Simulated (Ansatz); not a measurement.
Ansatz (an electronic-structure program) run on Zr2Au (I4mm, 3 atoms in the cell): self-consistent single point.

Method of the run: PBEsol, default PAW files made with PBE (plane waves; Ansatz).

The change in words: lattice scaled by 0.98; basis.ecutwfc: 420 eV → 1010 eV. Reference geometry:
```
CELL_PARAMETERS angstrom
     -1.65513     1.65513     5.84295
      1.65513    -1.65513     5.84295
      1.65513     1.65513    -5.84295
ATOMIC_POSITIONS crystal
  Zr 0.66398 0.66398 0.00000
  Zr 0.34030 0.34030 0.00000
  Au 0.00000 0.00000 0.00000
```

Reference input (self-consistent single point, DFT, PBEsol, plane waves, default PAW files made with PBE): basis.ecutwfc = 420 eV; kpoints.mp_grid.grid = 8 8 8; hamiltonian.xc = pbesol; hamiltonian.pseudopotentials = {kind: paw} (the program's default PAW files); scf.occupations.method = fermi_dirac; scf.occupations.width = 0.1 eV. This run's input differs from it in these lines:

Ansatz 0.2 input:
```diff
@@ -2,11 +2,11 @@
   lattice:
-    - [-1.65513100, 1.65513100, 5.84295100]
-    - [1.65513100, -1.65513100, 5.84295100]
-    - [1.65513100, 1.65513100, -5.84295100]
+    - [-1.62202800, 1.62202800, 5.72609200]
+    - [1.62202800, -1.62202800, 5.72609200]
+    - [1.62202800, 1.62202800, -5.72609200]
   atoms:
-    - { symbol: Zr, position_ang: [0.00000000, -0.00000000, 7.75919352] }
-    - { symbol: Zr, position_ang: [-0.00000000, 0.00000000, 3.97671245] }
+    - { symbol: Zr, position_ang: [0.00000000, -0.00000000, 7.60400968] }
+    - { symbol: Zr, position_ang: [0.00000000, -0.00000000, 3.89717822] }
     - { symbol: Au, position_ang: [0.00000000, 0.00000000, 0.00000000] }
 basis:
-  ecutwfc: 420.0 eV
+  ecutwfc: 1010.0 eV
 kpoints:
```

The program printed (abridged):

```
SCF iter   1: F=—  HF=-21265.688308 eV  |F-HF|=—  |Δ(HF+E_count)|=         —  Δρ=5.97e-3  dr2=2.41e-2  ethr=1.77e-3  ⟨swp⟩=4.3  Hψ=5267  notcnv=0
all-band conjugate gradients solve this SCF's bands
preconditioner: auto → Kerker (q_TF=auto, 2.579 Å⁻¹)
SCF iter   2: F=—  HF=-21265.686789 eV  |F-HF|=—  |Δ(HF+E_count)|=   1.52e-3  Δρ=3.44e-3  dr2=1.04e-2  ethr=5.61e-5  ⟨swp⟩=1.3  Hψ=2022  notcnv=0
SCF iter   3: F=—  HF=-21265.685140 eV  |F-HF|=—  |Δ(HF+E_count)|=   1.65e-3  Δρ=6.07e-4  dr2=3.18e-4  ethr=2.43e-5  ⟨swp⟩=2.0  Hψ=1801  notcnv=0
SCF iter   4: F=—  HF=-21265.685075 eV  |F-HF|=—  |Δ(HF+E_count)|=   6.45e-5  Δρ=2.32e-4  dr2=2.96e-5  ethr=7.40e-7  ⟨swp⟩=2.0  Hψ=2121  notcnv=0
SCF iter   5: F=—  HF=-21265.685151 eV  |F-HF|=—  |Δ(HF+E_count)|=   7.59e-5  Δρ=4.02e-5  dr2=9.87e-7  ethr=6.89e-8  ⟨swp⟩=2.9  Hψ=2513  notcnv=0
SCF iter   6: F=-21265.685151 eV  HF=-21265.685151 eV  |F-HF|=3.06e-8  |Δ(HF+E_count)|=   1.33e-7  Δρ=9.09e-6  dr2=6.47e-8  ethr=2.33e-10  ⟨swp⟩=5.9  Hψ=6704  notcnv=0
SCF 1 converged in 6 iterations: F = -21265.685151 eV  dr2 = 6.47e-8
Free energy (F): -21265.685151 eV
Internal energy: -21265.630247 eV  (E = F + TS)
E sigma→0 (E₀):  -21265.657699 eV
Entropy (-TS):   -0.054904 eV (-18.301 meV/atom)
Fermi energy:    16.873212 eV
--- Forces (eV/Å), atoms counted from 1 ---
  atom   1  Zr    -0.00000000     0.00000000    -0.45060324
  atom   2  Zr     0.00000000    -0.00000000     0.37121618
  atom   3  Au     0.00000000     0.00000000     0.07906994
--- Stress (GPa, compression-positive) ---
        2.743601       0.000000       0.000000
        0.000000       2.743601       0.000000
        0.000000       0.000000       2.947417
  P = ⅓ Tr σ = 2.8115 GPa (28.115 kbar)
  The stress holds the Pulay correction. Without it, at fixed plane waves, as pw.x and ABINIT print it: P = 2.8105 GPa
```

The run converged in 6 iterations. Against the reference run the free energy goes down by 10.3 meV/atom, the pressure goes from -4.83 to 2.81 GPa and the largest force goes from 0.408 to 0.451 eV/Å.

The starting cell comes from a database of computed structures (which also holds hypothetical and non-ambient phases and stackings), without a prior relaxation at this level. Its lattice was rescaled by up to half a per cent. One atom was moved a little off its site on purpose. For this run, on top of that: lattice scaled by 0.98. Ansatz's pressure includes its estimate of the finite-basis (Pulay) stress.
